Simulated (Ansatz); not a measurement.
We consider TiAl3 (I4/mmm, No. 139), described by rVV10 (plane waves, PAW; Ansatz, a quantum-chemistry and plane-wave program).

Run with plane-wave cutoff 520 eV, 20×20×20 k mesh, Fermi–Dirac smearing 0.05 eV, no spin polarisation, scalar-relativistic PAW data made under PBE.

The cell is scaled about its equilibrium volume:

Shape and atoms are relaxed at each volume.

```csv
V (Å³/atom),P (GPa),c (Å),a (Å)
15.201,4.79,8.481,3.787
15.517,2.27,8.543,3.812
15.834,0.00,8.604,3.837
16.151,-2.06,8.664,3.862
16.467,-3.91,8.724,3.886
```
